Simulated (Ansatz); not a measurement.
## ZnSe: energy against strain

ZnSe (zinc blende, F-43m, 21.572 Å³/atom at rest) under an equal strain ε in the (001) plane with the normal axis free, as in a coherent film. LDA in Ansatz, a plane-wave DFT program (PAW, default set), 420 eV, 10×10×10 Γ-centred mesh, Fermi-Dirac smearing 0.05 eV; ions are relaxed within the symmetry of each cell.

Here s stands for strain and y for E less E0.

```
strain (%)  E less E0 (meV/atom)
----------  --------------------
-3.00                          ?
-1.50                       2.67
-1.00                       1.17
-0.50                       0.28
0.00                        0.00
0.50                        0.28
1.00                        1.12
1.50                        2.50
```

Fit y against s with a parabola, and predict the withheld value at s = -3.00.

Least squares gives y = -0.005 - 0.0436·s + 1.1510·s². Residuals (row less fit): 0.020, -0.020, -0.025, 0.005, 0.019, 0.018, -0.019; standard error 0.025 (degrees of freedom: 4). Twice the quadratic coefficient over the volume, 2 × 1.1510 meV × 10⁴ × 0.1602 / 21.572 Å³, is twice the biaxial elastic modulus of this plane = 171 ± 1.6 GPa. At the withheld row, y = -0.005 - 0.0436 × (-3.0) + 1.1510 × (-3.0)² = 10.485 meV/atom. The calculation gives 11.05 meV/atom, 0.565 meV/atom above the prediction (5.1 % of the range of y in the table). The row lies outside the fitted rows, so this is an extrapolation. From the scatter of the fitted rows alone, a prediction at this place has a standard error of 0.095 meV/atom, so the miss is 5.9 times that.

One order more, fitted to all 13 runs of the series, follows each within 0.01, so the miss is the next term of a smooth law. Rows are the converged runs of the series near zero and its far end; series whose fitted rows scatter by over a few per cent of the range, as at a crossing or softening among them, aren't shown in this form. Most that stay on the fit to the last digits aren't either.
